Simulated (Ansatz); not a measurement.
Take CdS in the wurtzite structure (space group P6_3mc, No. 186; a = 4.1244 Å, c = 6.7082 Å) as the base.

Calculations: PBEsol (Ansatz, an electronic-structure program, PAW, no SOC).

Strains are applied to the cell and any free atomic positions relax.

One change was made to it. Results:

The band gap shrinks by 0.04 eV, from 1.09 eV to 1.05 eV; the electron mass remains 0.11 mₑ along c, 0.12 mₑ across (at Γ); the valence-band top at Γ (three highest levels, from the VBM) becomes 0.00, 0.00, -0.04 eV (base: 0.00, 0.00, -0.05 eV); the energy goes up by 1.5 meV/atom.

Which of these changes matches the shifts?
A. isotropic strain +1.80 %
B. isotropic strain +2.40 %
C. isotropic strain +0.60 %
D. isotropic strain +1.20 %

C, isotropic strain +0.60 %. For comparison, the energy relative to the base in the other runs: isotropic strain +1.20 % gives +5.9 meV/atom; isotropic strain +1.80 % gives +13 meV/atom; isotropic strain +2.40 % gives +22 meV/atom.

Masses are band curvatures over ±0.01 Å⁻¹ around the edge. Whether these cells are dynamically stable was not tested.
